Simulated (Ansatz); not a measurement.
## Hypothetical R-3m ZnF2: isotropic strain −5.57 %

The parent structure is ZnF2 in the CdCl2 type structure (space group R-3m, No. 166; a = 3.1507 Å, c = 11.8574 Å (hexagonal axes); a hypothetical phase, not in the database extracts checked).

The change: the cell is scaled by 0.9443 in all directions; the atoms relax in the strained cell.

Calculations: r2SCAN+rVV10 (Ansatz, a program for electronic structure; PAW; 500 eV plane waves; no SOC). Γ-centred 12×12×12 mesh, Fermi–Dirac width 0.05 eV.

- Volume per atom = 9.54 Å³ (base 11.33 Å³)
- Space group = R-3m (No. 166) (base R-3m (No. 166))
- Energy relative to the base (free energy F) = +99 meV/atom
- Band gap = 4.94 eV (base 4.61 eV)
- Gap character = indirect, F → Γ (base indirect, F → Γ)
- Smallest direct gap = 5.17 eV (base 4.73 eV)
- Electron mass = 0.48 mₑ along c, 0.44 mₑ across (at Γ) (base 0.52 mₑ along c, 0.44 mₑ across (at Γ))
- Largest internal atomic displacement = 0.095 Å

Cost of the whole job for the changed cell (relaxation, final SCF and bands): very roughly 50 core-seconds.

Masses are band curvatures over ±0.01 Å⁻¹ around the edge. Whether these cells are dynamically stable was not tested.
